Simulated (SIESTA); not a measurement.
**Effort and miss along a sweep of MeshCutoff: LiMg6Zn (Amm2, 8 atoms in the cell)**

Cell: a = 5.0397 Å, b = 6.2255 Å, c = 6.2255 Å, α = 60.60°, β = 90.00°, γ = 90.00°.

Method: GGA PBEsol, numerical atomic orbitals TZP, PseudoDojo PBEsol standard norm-conserving potentials (rewritten from UPF to PSML) run with SIESTA 5.4.2.

Base settings: XC.functional = GGA; XC.authors = PBEsol; potentials = PseudoDojo PBEsol standard; PAO.BasisSize = TZP; PAO.EnergyShift = 0.01 Ry; MeshCutoff = 300 Ry; kgrid.MonkhorstPack = 5 5 5; OccupationFunction = FD; ElectronicTemperature = 100 meV; PAO.Polarization.NonPerturbative = true.

Misses are taken against the tightest run, 600 Ry (601 Ry used), which need not be fully converged itself. The energy is the free energy per atom.

Core times come from one kind of shared machine and are given to one figure; runs under 30 s give none.

The starting cell comes from a database of computed structures (which also holds hypothetical and non-ambient phases and stackings), without a prior relaxation at this level. Values carry the incompleteness of an atom-centred basis.

```tsv
MeshCutoff	energy less reference (meV/atom)	pressure less reference (GPa)	largest difference in the force on any atom (eV/Å)	core time / reference (rough)
180 Ry (216 Ry used)	-29.52	0.36	0.121	0.4
210 Ry (216 Ry used)	-29.52	0.36	0.121	0.5
240 Ry (251 Ry used)	-17.07	0.23	0.085	0.5
270 Ry (272 Ry used)	-16.16	0.22	0.083	0.5
300 Ry (317 Ry used)	-8.77	0.12	0.058	0.5
345 Ry (385 Ry used)	-4.90	0.06	0.044	0.5
390 Ry (392 Ry used)	-2.54	0.04	0.030	0.7
450 Ry (487 Ry used)	-1.64	0.03	0.028	0.8
525 Ry (564 Ry used)	-0.24	0.00	0.002	0.8
600 Ry (601 Ry used)	0.00	0.00	0.000	1
```

Coarsest setting among those run that, with all tighter ones, holds the energy within 2 meV/atom of the reference: 450 Ry (487 Ry used), off by 1.6 meV/atom; its saving against the reference is no more than about a factor of 2 in time.

Coarsest setting among those run that, with all tighter ones, holds the energy within 0.5 meV/atom of the reference: 525 Ry (564 Ry used), off by 0.24 meV/atom; its saving against the reference is no more than about a factor of 2 in time.

The step from 180 Ry (216 Ry used) to 450 Ry (487 Ry used): it takes the miss in the energy from 30 to 1.6 meV/atom, for roughly 2 times the time.

Left out of this page: 2 runs of the series unsound by tests on forces, stress, charge or solver warnings.
